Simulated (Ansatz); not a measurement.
Functionals compared on CH3 on the 1x1 (110) surface of bcc Nb, one in a 2x2 cell, started at the site 'top Nb', in Ansatz (plane waves, PAW). The structure was relaxed with PBE; the other rows are single points on it, each with its references at the same level. Cutoff 420 eV (500 eV for r2SCAN).

Model: 20-atom slab, 6.8 Å thick at the start under the adsorbate (thin: gaps and levels are the slab's own), 5x5x1 mesh, Fermi-Dirac 0.1 eV, dipole correction, 8 atoms held, the rest relaxed; no symmetry held; spin-polarised, no spin-orbit, no U, no dispersion correction. The starting moment vanished. At the end it is bonded to 3 Nb. In PBE it is, or lies within 0.03 eV of, the lowest of the starts that converged. These notes are the PBE run's. r2SCAN: The program's check for a lower electronic state was not made. Adsorption energies are against CH4(g) − ½ H2(g). A negative adsorption energy means that the adsorbate is more stable on the surface than in its reference.

| functional | adsorption energy (eV) | work function of the top face (eV) | change of the work function (eV) | magnetic moment of the cell (μB) | rough cost of the single point |
|---|---|---|---|---|---|
| PBE | -0.03 | 3.67 | -0.80 | 0.00 | – |
| RPBE | 0.22 | 3.57 | -0.78 | 0.00 | around 5 core-minutes (rough) |
| r2SCAN | ___ | ___ | ___ | 0.00 | very roughly 14 core-minutes |

Problem. Complete the blanks.

Solution. 
- r2SCAN, adsorption energy (eV): -0.24
- r2SCAN, work function of the top face (eV): 3.68
- r2SCAN, change of the work function (eV): -0.87

Ansatz is an electronic-structure program.
